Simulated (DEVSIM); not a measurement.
System: Au/SiO2/p-Ge capacitor, at 300 K.

```csv
layer (left to right),material,thickness (nm),Na (cm⁻³)
1,SiO2,5.30,-
2,Ge,3000,3.9e16
```

Metal gate on the left, work function 5.1 eV. Fixed charge at the semiconductor interface -1e10 cm⁻² (in units of +e); no interface traps.

This is a model device: material constants are rounded textbook-type values typed into the input, and sizes, dopings and lifetimes were drawn at random. Values at 300 K.

| parameter | SiO2 | Ge |
|---|---|---|
| gap (eV) | 9 | 0.664 |
| affinity (eV) | 0.9 | 4 |
| permittivity | 3.9 | 16 |
| Nc (cm⁻³) | - | 1.04e19 |
| Nv (cm⁻³) | - | 6e18 |

Model (solved in DEVSIM): 1D Poisson equation in equilibrium, Boltzmann statistics, complete ionisation; no quantum confinement or tunnelling. Metal contacts follow the ideal Schottky-Mott rule: no Fermi-level pinning, no interface dipoles.

The SiO2 thickness was swept, all else fixed.

```csv
SiO2 thickness (μm),threshold voltage (band bending 2φF) (V),capacitance of the dielectric stack (μF/cm²),minimum of the low-frequency capacitance (μF/cm²)
0.0021,1.01,1.64,0.122
0.0029,1.03,1.19,0.118
0.0037,1.05,0.933,0.114
0.0045,?,0.767,0.112
0.0053,1.09,0.652,0.109
0.0064,1.11,0.540,0.105
```

Problem. Complete the blanks.

Solution. 
- 0.0045, threshold voltage (band bending 2φF) (V): 1.07
